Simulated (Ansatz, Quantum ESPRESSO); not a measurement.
## Code comparison for AlNi (Pm-3m, 2 atoms in the cell)

Zone-centre phonon calculation.

```
AlNi
1.0
    2.82139     0.00000     0.00000
    0.00000     2.82139     0.00000
    0.00000     0.00000     2.82139
Al Ni
1 1
Direct
  0.50000   0.50000   0.50000
  0.00000   0.00000   0.00000
```

Shared settings, as Ansatz (an electronic-structure program) writes them: kpoints.mp_grid.grid = 9 9 9; scf.occupations.method = gaussian; scf.occupations.width = 0.272 eV. Potentials and cutoffs stand in the table.

```json
[
 {"code": "Quantum ESPRESSO", "model": "PBE, PseudoDojo standard norm-conserving (PBE) pseudopotentials", "highest zone-centre frequency (cm⁻¹)": "335", "cutoff": "100 Ry"},
 {"code": "Ansatz", "model": "PBE, default PAW files", "highest zone-centre frequency (cm⁻¹)": "334", "cutoff": "default"}
]
```

On Ansatz's run: spin polarisation is off.

The spread over the programs that give each value: highest zone-centre frequency within 1.0 cm⁻¹.

The starting cell comes from a database of computed structures (which also holds hypothetical and non-ambient phases and stackings), without a prior relaxation at this level. Its lattice was rescaled by a random factor within 2.5 % of one.

Keys are those of Ansatz 0.2.
